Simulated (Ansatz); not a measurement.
SiAs2 (Pbam, No. 55, 24 atoms in the cell; start mp-978553) was calculated with PBEsol+SOC in Ansatz (PAW).

Settings: plane-wave cutoff 520 eV, 4×2×8 k mesh (along the axes of the cell as run), Fermi–Dirac smearing 0.01 eV, PAW data made under PBE.

Cell (relaxed with PBE-D3(BJ)):

```cif
data_As16Si8
_chemical_formula_sum 'Si8 As16'
_space_group_name_H-M_alt 'P 1'
_space_group_IT_number 1
_cell_length_a 9.84261
_cell_length_b 14.53206
_cell_length_c 3.67386
_cell_angle_alpha 90.000
_cell_angle_beta 90.000
_cell_angle_gamma 90.000
loop_
_space_group_symop_operation_xyz
  'x, y, z'
loop_
_atom_site_label
_atom_site_type_symbol
_atom_site_fract_x
_atom_site_fract_y
_atom_site_fract_z
_atom_site_occupancy
Si1 Si 0.70092 0.26411 0.00000 1
Si2 Si 0.29908 0.73589 0.00000 1
Si3 Si 0.20092 0.23589 0.00000 1
Si4 Si 0.79908 0.76411 0.00000 1
Si5 Si 0.91708 0.13814 0.50000 1
Si6 Si 0.08292 0.86186 0.50000 1
Si7 Si 0.41708 0.36186 0.50000 1
Si8 Si 0.58292 0.63814 0.50000 1
As1 As 0.59609 0.11196 0.00000 1
As2 As 0.40391 0.88804 0.00000 1
As3 As 0.09609 0.38804 0.00000 1
As4 As 0.90391 0.61196 0.00000 1
As5 As 0.72721 0.03576 0.50000 1
As6 As 0.27279 0.96424 0.50000 1
As7 As 0.22721 0.46424 0.50000 1
As8 As 0.77279 0.53576 0.50000 1
As9 As 0.56151 0.39882 0.00000 1
As10 As 0.43849 0.60118 0.00000 1
As11 As 0.06151 0.10118 0.00000 1
As12 As 0.93849 0.89882 0.00000 1
As13 As 0.85069 0.29406 0.50000 1
As14 As 0.14931 0.70594 0.50000 1
As15 As 0.35069 0.20594 0.50000 1
As16 As 0.64931 0.79406 0.50000 1
```

Question: Estimate the band gap that the calculation returns.

Answer: 
* **band gap**: 0.62 eV (on the SCF k mesh)

Note: cell and atoms aren't relaxed at this level.

Static lattice: no zero-point or thermal effects.

Cost on a shared machine: very roughly 50 core-minutes.

A start named mp-… is a Materials Project structure, which need not be a measured phase.

Ansatz is a first-principles code.
